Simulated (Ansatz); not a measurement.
Start from HfS₂ in the CdI2 type structure (space group P-3m1, No. 164; a = 3.547 Å, c = 5.577 Å; layered, stacked along the Cartesian z axis). Axes: x lies along a and z along c of the hexagonal cell.

Calculations: Kohn–Sham DFT with the PBEsol-D3(BJ) functional, run in Ansatz (an electronic-structure program) with PAW and 420 eV plane waves, no SOC.

Before the change:

- Valence-band top at Γ: 0.00, -0.29, -0.29 eV
- Band gap: 0.45 eV

One thing is altered: the cell is stretched by 2.50 % along x with no lateral relaxation, atoms relaxed at fixed cell.

### Question
What happens to the largest internal atomic displacement, valence-band top at Γ and band gap?

### Answer
The largest internal atomic displacement amounts to 0.023 Å; the valence-band top at Γ (three highest levels, from the VBM) goes from 0.00, -0.29, -0.29 eV to 0.00, -0.29, -0.43 eV; the band gap increases by 0.09 eV, from 0.45 eV to 0.54 eV.

With Hf present, leaving out spin-orbit coupling can change the band edges. The cells carry an imposed strain or load. No phonon test of stability was made.
